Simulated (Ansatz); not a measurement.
## TiC: stress against strain

TiC (rock salt, Fm-3m, 9.670 Å³/atom at rest, cube axes along x, y and z) under a strain ε along a cube axis (axis z), the other axes held. LDA in Ansatz, a plane-wave DFT program (PAW, default set), 420 eV, 23×23×23 Γ-centred mesh, Fermi-Dirac smearing 0.10 eV; ions are relaxed within the symmetry of each cell. Stress is positive for a compressed cell.

Here s stands for strain and y for stress zz.

| strain (%) | stress zz (GPa) |
|---|---|
| -3.00 | ? |
| -1.50 | 9.58 |
| -1.00 | 6.21 |
| -0.50 | 3.02 |
| 0.00 | 0.00 |
| 0.50 | -2.86 |
| 1.00 | -5.57 |
| 1.50 | -8.12 |

Fit y against s with a straight line, and predict the withheld value at s = -3.00.

Means: s 0, y 0.323. About the means, the sum of products is -41.270 and the sum of squares of s is 7.0000; the slope is their ratio. Least squares gives y = 0.323 - 5.8957·s. Residuals (row less fit): 0.413, -0.009, -0.251, -0.323, -0.235, 0.003, 0.401; standard error 0.333 (degrees of freedom: 5). The slope gives the elastic constant C11 = 590 ± 13 GPa. At the withheld row, y = 0.323 - 5.8957 × (-3.0) = 18.010 GPa. The calculation gives 20.77 GPa, 2.760 GPa above the prediction (9.6 % of the range of y in the table). The row lies outside the fitted rows, so this is an extrapolation. From the scatter of the fitted rows alone, a prediction at this place has a standard error of 0.519 GPa, so the miss is 5.3 times that.

One order more, fitted to all 13 runs of the series, follows each within 0.07, so the miss is the next term of a smooth law. In a metal these values are sensitive to mesh and smearing; energies are taken to zero smearing, stresses follow the free energy. Rows are the converged runs of the series near zero and its far end; series whose fitted rows scatter by over a few per cent of the range, as at a crossing or softening among them, aren't shown in this form. Most that stay on the fit to the last digits aren't either.
